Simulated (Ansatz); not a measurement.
An Ansatz (an electronic-structure program) run: C with a change (isotropic strain +3.00 %); Kohn–Sham DFT with the LDA functional, run in Ansatz with PAW and 420 eV plane waves, without spin-orbit coupling.

Input:

Ansatz 0.2 input:
```yaml
crystal:
  lattice:
    - [0, 1.8188489223, 1.8188489223]
    - [1.8188489223, 0, 1.8188489223]
    - [1.8188489223, 1.8188489223, 0]
  atoms:
    - { symbol: C, position: [0, 0, 0] }
    - { symbol: C, position: [0.25, 0.25, 0.25] }
basis: { ecutwfc: 420, ecutrho_ratio: 4, xc_grid: 2, fft_grid_basis: typed }
kpoints: { mp_grid: { grid: [16, 16, 16] } }
hamiltonian:
  xc: lda
  dispersion: none
  pseudopotentials: { kind: paw }
scf: { occupations: { method: fermi_dirac, width: 0.05 }, convergence: { dr2_threshold: 0.0000000002 } }
relax: { f_tol: 0.005, max_steps: 50 }
output: { forces: true, stress: true }
checkpoint: { write: state.ck, write_every: 1000 }
```

Output (explanatory and most iteration lines left out):

```
Relaxation: its limit of steps is 50 (relax.max_steps)
Pseudopotential: C, paw, valence charge 4
Crystal: 2 atoms, lattice volume = 12.034 Å³
Basis set: ecut = 420 eV, 259 PW (Γ), exchange–correlation on 36×36×36 points (8 copies of the dense FFT grid, shifted against one another)
Bands: 8, of which v1, the nominal top of the filled ones, is band 4 counted from 1 (3 counted from 0)
Symmetry: 48 space group operations
Space group: Fd-3m (ITA 227), of the structure as read, at distance tolerance 2.3e-5 Å
k-points: 145 of 4096
Functional: x = slater, c = lda
SCF iter   1: F=—  HF=-485.865588 eV  |F-HF|=—  |Δ(HF+E_count)|=         —  Δρ=6.55e-3  dr2=1.68e-3  ethr=1.77e-3  ⟨swp⟩=4.7  Hψ=7445  notcnv=0
SCF iter   2: F=—  HF=-485.865100 eV  |F-HF|=—  |Δ(HF+E_count)|=   4.88e-4  Δρ=3.05e-3  dr2=3.68e-4  ethr=2.10e-5  ⟨swp⟩=1.1  Hψ=2348  notcnv=0
SCF 1 converged in 6 iterations: F = -485.864992 eV  dr2 = 2.86e-12
relax step   1: F+E_penalty+E_count = -485.86499209 eV  Δ(F+E_penalty+E_count) = +0.000e0 eV  max|allowed force component| = 4.395e-17 eV/Å  Δτ_max = 0.0000 Å  (6 SCF iters, accepted)
SCF converged after 6 iterations
Free energy (F): -485.864992 eV
Internal energy: -485.864992 eV  (E = F + TS)
E sigma→0 (E₀):  -485.864992 eV
Fermi energy:    13.986576 eV
--- Forces (eV/Å), atoms counted from 1 ---
  atom   1  C      0.00000000    -0.00000000     0.00000000
  atom   2  C     -0.00000000     0.00000000    -0.00000000
--- Stress (GPa, compression-positive) ---
      -35.196422      -0.000000       0.000000
        0.000000     -35.196422       0.000000
        0.000000      -0.000000     -35.196422
  P = ⅓ Tr σ = -35.1964 GPa (-351.964 kbar)
--- Relaxed structure (1 steps of the walk, 1 accepted, 0 SCFs on fresh bases) ---
  atoms:
    - { symbol: C, position: [0.0, 0.0, 0.0] }
    - { symbol: C, position: [0.25, 0.25, 0.25] }
```

Stability against distortions was not tested. The cell was made from C in the diamond structure (space group Fd-3m, No. 227) by this change: isotropic strain +3.00 %.
